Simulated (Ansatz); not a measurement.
**What strain tensor (xx, yy, zz, yz, xz, xy) = (+0.98, +1.55, +1.10, +0.36, +0.03, −0.21) % does to ZnCu2GeS4**

The reference is ZnCu2GeS4 (space group I-4, No. 82; a = 5.267 Å, c = 10.485 Å). Axes: x, y, z lie along a, b, c of the conventional cell.

Now apply this change: the symmetric strain tensor [0.0098 -0.0020 0.0003; -0.0020 0.0155 0.0036; 0.0003 0.0036 0.0110]; the atoms relax in the strained cell.

All numbers come from plane-wave PAW DFT at the PBEsol level (Ansatz, an electronic-structure program, 420 eV), no spin-orbit coupling, earlier PAW set. k-mesh 9×9×9 (Γ-centred); smearing 0.05 eV (Fermi–Dirac).

The volume per atom increases by 0.67 Å³, from 18.18 Å³ to 18.85 Å³ and the space group goes from I-4 (No. 82) to P1 (No. 1). The shortest interatomic distance grows by 0.027 Å (2.256 Å → 2.283 Å) and the energy increases by 6.3 meV/atom. The band gap shrinks by 0.15 eV to 0.45 eV and the gap character remains direct at Γ. The valence-band top at Γ (three highest levels, from the VBM) changes from 0.00, -0.08, -0.08 eV to 0.00, -0.08, -0.09 eV and the valley order (the lowest conduction-band minima on the path, energy above the VBM, named in the base's zone) becomes Γ 0.45 eV; X (1/2, 1/2, 0) 0.69 eV; X (0, 0, 1/2) 0.70 eV; M (1/2, 1/2, 1/2) 1.40 eV (base: Γ 0.60 eV; X (0, 0, 1/2) 0.78 eV; M (1/2, 1/2, 1/2) 1.46 eV). The stress (xx, yy, zz, yz, xz, xy; compression positive) is (-2.72, -2.98, -2.80, -0.35, -0.02, 0.21) GPa.

Final structure:

```yaml
crystal:
  lattice:
    - [-2.66331, 2.69825, 5.30904]
    - [2.66594, -2.66102, 5.29166]
    - [2.65252, 2.65023, -5.29034]
  atoms:
    - { symbol: Cu, position: [0.00006, 0.99912, 0.99898] }
    - { symbol: Cu, position: [0.75051, 0.24954, 0.49914] }
    - { symbol: Zn, position: [0.24973, 0.74952, 0.49917] }
    - { symbol: Ge, position: [0.50023, 0.49994, 0.99990] }
    - { symbol: S, position: [0.62968, 0.62080, 0.49806] }
    - { symbol: S, position: [0.12328, 0.13326, 0.50363] }
    - { symbol: S, position: [0.37980, 0.87762, 0.01066] }
    - { symbol: S, position: [0.86672, 0.37020, 0.99047] }
```

Cost of the whole job for the changed cell (relaxation, final SCF and bands): roughly 40 core-minutes.

No phonon test of stability was made. All final runs are without spin polarisation. k-point labels follow each cell's own Brillouin zone.
